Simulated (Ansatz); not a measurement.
Start from MgH2 in the CdI2 type structure (space group P-3m1, No. 164; a = 2.984 Å, c = 4.113 Å; a hypothetical phase, not in the database extracts checked).

(Cell as relaxed with PBE-D3(BJ).)

Levels (all Ansatz, an electronic-structure program, PAW): PBE-D3(BJ) (420 eV, spin-orbit coupling left out); PBEsol-D3(BJ) (420 eV, scalar-relativistic without spin-orbit coupling).

Each level relaxes its own structure.

```tsv
quantity	PBE-D3(BJ)	PBEsol-D3(BJ)
volume per atom	10.57 Å³	?
lattice parameter a	2.984 Å	?
lattice parameter c	4.113 Å	?
band gap	3.75 eV	?
gap character	indirect, K–Γ (47 % along) → k = (0, 0.462, -3/8) in the run's primitive reciprocal basis	?
```

Problem. Given the PBE-D3(BJ) results, estimate those of PBEsol-D3(BJ).

Solution. 
- volume per atom, PBEsol-D3(BJ): 10.18 Å³
- lattice parameter a, PBEsol-D3(BJ): 2.973 Å
- lattice parameter c, PBEsol-D3(BJ): 3.991 Å
- band gap, PBEsol-D3(BJ): 3.32 eV
- gap character, PBEsol-D3(BJ): indirect, K–Γ (47 % along) → k = (0, 0.462, 3/8) in the run's primitive reciprocal basis

PBE-D3(BJ)'s volume per atom lies 0.39 Å³ above PBEsol-D3(BJ)'s (3.9 %); PBE-D3(BJ)'s lattice parameter a lies 0.011 Å above PBEsol-D3(BJ)'s (0.4 %); PBE-D3(BJ)'s lattice parameter c lies 0.122 Å above PBEsol-D3(BJ)'s (3.1 %); PBE-D3(BJ)'s band gap lies 0.43 eV above PBEsol-D3(BJ)'s; they disagree on the gap character. Neither level is exact; PBEsol-D3(BJ) is the comparison here, not a measurement.

No phonon test of stability was made.
